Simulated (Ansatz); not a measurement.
```xyz
1
Lattice="-1.6522 1.6522 1.7018 1.6522 -1.6522 1.7018 1.6522 1.6522 -1.7018" Properties=species:S:1:pos:R:3 pbc="T T T"
Nb     0.0000     0.0000     0.0000
```

No spin polarisation.

Computed with plane-wave PAW DFT at the r2SCAN level (Ansatz, an electronic-structure program, 500 eV), scalar-relativistic without spin-orbit coupling. k-mesh 28×28×28 (Γ-centred); smearing 0.1 eV (Fermi–Dirac).

Problem. Predict the band gap.

Solution. Zero.

Problem. What stress (xx, yy, zz, yz, xz, xy; compression positive) does the calculation give?

Solution. (-3.7, -3.7, -7.0, 0.0, 0.0, 0.0) GPa.

The cells carry an imposed strain or load. No phonon test of stability was made. The final runs are not spin-polarised. The cell was made from Nb in the bcc (W type) structure (space group Im-3m, No. 229) by this change: uniaxial strain ε_zz = +3.00 %.
